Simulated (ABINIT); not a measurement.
Band structure of Cs (Im-3m, 1 atom in the cell).

```yaml
crystal:
  lattice:
    - [-3.05549, 3.05549, 3.05549]
    - [3.05549, -3.05549, 3.05549]
    - [3.05549, 3.05549, -3.05549]
  atoms:
    - { symbol: Cs, position: [0.00000, 0.00000, 0.00000] }
```

Method: PBE, PAW (JTH v2.0 PBE PAW) (plane waves; ABINIT).

Settings: pseudos = [Cs.GGA_PBE-JTH.xml]; ecut = 571 eV; pawecutdg = 1143 eV; pawxcdev = 0; occopt = 3; tsmear = 0.136 eV; ngkpt = 5 5 5; nshiftk = 1; shiftk = 0 0 0; potentials = JTH v2.0 PBE PAW; kptopt = 1; nstep = 80; toldfe1 = 1e-09 Ha.

The starting cell has typed, rounded lattice constants, without a prior relaxation at this level. Its lattice was rescaled by a random factor within 2.5 % of one.

Levels in eV from the Fermi level, bands 1 to 8:
| point | 1 | 2 | 3 | 4 | 5 | 6 | 7 | 8 |
|---|---|---|---|---|---|---|---|---|
| Γ | -23.86 | -10.59 | -10.59 | -10.59 | -1.68 | 2.50 | 2.50 | 2.50 |
| H | -23.85 | -10.69 | -10.69 | -10.69 | 0.65 | 0.65 | 3.04 | 3.04 |
| N | -23.85 | -10.73 | -10.64 | -10.59 | 0.04 | 0.89 | 1.65 | 3.20 |
| P | -23.85 | -10.66 | -10.66 | -10.66 | 1.00 | 1.00 | 1.00 | 2.41 |

Bands cross the Fermi level along this path, so the cell is metallic at this level.
